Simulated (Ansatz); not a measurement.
Worked sum: formation energy of H_i in Cu (fcc, Fm-3m)

This concerns the formation energy of H_i in Cu (fcc, Fm-3m). Reaction: 64 Cu (fcc) + 1/2 H2 (gas) → cell A.

A: a supercell of 64 sites of Cu (fcc, Fm-3m) with H off the lattice sites (6 Cu at 1.85 Å); spin state with PBE: run without spin.

Method: Ansatz (a quantum-chemistry and plane-wave program), PAW, neutral cells at 0 K with nuclei at rest, on structures from PBE. Ansatz runs with its PAW set soft_1. Other levels take these structures. The lattices are those relaxed with PBE, so at other levels the solids can be strained, which adds to the spread. Larger cells are relaxed from a start prepared with the learned potential CHGNet, on a coarser mesh till forces fall under 0.03 eV/Å, which some starts already meet. A dispersion term (D3(BJ), or D4 for r2SCAN) was computed beside these levels and is taken off wherever the name lacks it. Space groups of crystals are read within 0.01 Å. Mesh and cell size may move defect energies by 0.1 eV or more. Cell A has symmetry Fm-3m within 0.02 Å and got no random move, so less symmetric positions, which may lie lower, weren't tried.

Total energies of the cells in eV, at zero smearing width. They compare only within one column; the weights balance every element.

| cell | atoms | weight | r2SCAN | r2SCAN+D4 |
|---|---|---|---|---|
| A: Cu:H_i | 65 | +1 | -424415.25410 | -424427.57674 |
| Cu (fcc) | 64 | −1 | -424399.64151 | -424411.90960 |
| H2 (gas) | 2 | −1/2 | -31.88931 | -31.88983 |

r2SCAN: (-424415.25410) − (-424399.64151) − 1/2 × (-31.88931) = 0.332 eV.

r2SCAN+D4: (-424427.57674) − (-424411.90960) − 1/2 × (-31.88983) = 0.278 eV.
